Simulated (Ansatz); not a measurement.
Consider the following.

```yaml
crystal:
  lattice:
    - [3.06402, 0.00000, 0.00000]
    - [-1.53201, 2.65352, 0.00000]
    - [0.00000, 0.00000, 3.60260]
  atoms:
    - { symbol: Mg, position: [0.00000, 0.00000, 0.00000] }
    - { symbol: B, position: [0.66667, 0.33333, 0.50000] }
    - { symbol: B, position: [0.33333, 0.66667, 0.50000] }
```

No spin polarisation.

All numbers come from Ansatz (a first-principles code) PBEsol, no spin-orbit coupling. Settings: 22×22×17 k-points, 0.1 eV Fermi–Dirac smearing.

Question: Predict the stress and band gap.

Answer: The stress (xx, yy, zz, yz, xz, xy; compression positive) is (-0.8, -0.8, -7.7, 0.0, 0.0, 0.0) GPa. The band gap is zero.

The cells carry an imposed strain or load. Whether these cells are dynamically stable was not tested. All final runs are without spin polarisation. The cell was made from MgB2 (space group P6/mmm, No. 191) by this change: uniaxial strain ε_zz = +3.00 %.
